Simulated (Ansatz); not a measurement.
SrBr₂ (Pnma, No. 62; cell taken from a computed entry)

Method: LDA in Ansatz (plane waves, PAW).

Settings: plane-wave cutoff 500 eV, 4×8×6 k mesh (along the axes of the cell as run), gaussian smearing 0.02 eV, scalar-relativistic PAW data made under PBE.

Cell (relaxed at this level):

```yaml
crystal:
  lattice:
    - [11.01229, 0.00000, 0.00000]
    - [0.00000, 4.57854, 0.00000]
    - [0.00000, 0.00000, 7.56965]
  atoms:
    - { symbol: Sr, position: [0.83103, 0.25000, 0.13772] }
    - { symbol: Sr, position: [0.16897, 0.75000, 0.86228] }
    - { symbol: Sr, position: [0.66897, 0.75000, 0.63772] }
    - { symbol: Sr, position: [0.33103, 0.25000, 0.36228] }
    - { symbol: Br, position: [0.39060, 0.75000, 0.61828] }
    - { symbol: Br, position: [0.60940, 0.25000, 0.38172] }
    - { symbol: Br, position: [0.10940, 0.25000, 0.11828] }
    - { symbol: Br, position: [0.89060, 0.75000, 0.88172] }
    - { symbol: Br, position: [0.12015, 0.25000, 0.61572] }
    - { symbol: Br, position: [0.87985, 0.75000, 0.38428] }
    - { symbol: Br, position: [0.37985, 0.75000, 0.11572] }
    - { symbol: Br, position: [0.62015, 0.25000, 0.88428] }
```

- band gap: 4.33 eV (on the SCF k mesh)

Note: the relaxation could not lower the start's symmetry, so the cell can be a saddle point above a distorted one.

Spin–orbit coupling is not included.

Ansatz is a program for electronic structure.
